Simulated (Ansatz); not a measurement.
# As (model structure, started from the fcc type, Fm-3m, No. 225, 1 atom in the cell)

Level of theory: LDA in Ansatz (PAW).

Settings: plane-wave cutoff 520 eV, 22×22×22 k mesh, Fermi–Dirac smearing 0.05 eV, scalar-relativistic PAW data made under PBE.

Cell (relaxed at this level):

```
CELL_PARAMETERS angstrom
      0.00000     2.08466     2.08466
      2.08466     0.00000     2.08466
      2.08466     2.08466     0.00000
ATOMIC_POSITIONS crystal
  As 0.00000 0.00000 0.00000
```

```yaml
band_gap: none
bulk modulus B0: 90.7 GPa
```

Note: the bulk modulus is −V dP/dV from two relaxed cells at ±2 % in volume; the relaxation could raise the start's symmetry but not lower it, so the cell can be a saddle point.

Spin–orbit coupling is not included.

The computed numbers hold no vibrational or temperature effects.

A model structure was made by putting elements into a prototype or built by hand; it is no filed structure, need not be a known phase, and can be a saddle point held by its symmetry.

Ansatz is a quantum-chemistry and plane-wave program.
